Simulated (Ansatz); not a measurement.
We consider GaP (model structure, started from the BeO type, P4₂/mnm, No. 136, 8 atoms in the cell), described by r²SCAN in Ansatz (plane waves, PAW).

Settings: plane-wave cutoff 560 eV, 6×6×10 k mesh (along the axes of the cell as run), Fermi–Dirac smearing 0.01 eV, scalar-relativistic PAW data made under PBE.

Cell (relaxed at this level):

```
CELL_PARAMETERS angstrom
      6.65572     0.00000     0.00000
      0.00000     6.65572     0.00000
      0.00000     0.00000     3.85795
ATOMIC_POSITIONS crystal
  Ga 0.32427 0.67573 0.00000
  Ga 0.67573 0.32427 0.00000
  Ga 0.82427 0.82427 0.50000
  Ga 0.17573 0.17573 0.50000
  P  0.31685 0.31685 0.00000
  P  0.68315 0.68315 0.00000
  P  0.18315 0.81685 0.50000
  P  0.81685 0.18315 0.50000
```

Problem. What does this level give for the band gap and bulk modulus?

Solution. 
band gap: 1.43 eV (on the SCF k mesh)
bulk modulus: 80.3 GPa

Note: the bulk modulus is −V dP/dV from two relaxed cells at ±2 % in volume; the relaxation could raise the start's symmetry but not lower it, so the cell can be a saddle point.

Spin–orbit coupling is not included.

Static lattice: no zero-point or thermal effects.

A model structure was made by putting elements into a prototype or built by hand; it is no filed structure, need not be a known phase, and can be a saddle point held by its symmetry.

Ansatz is an electronic-structure program.
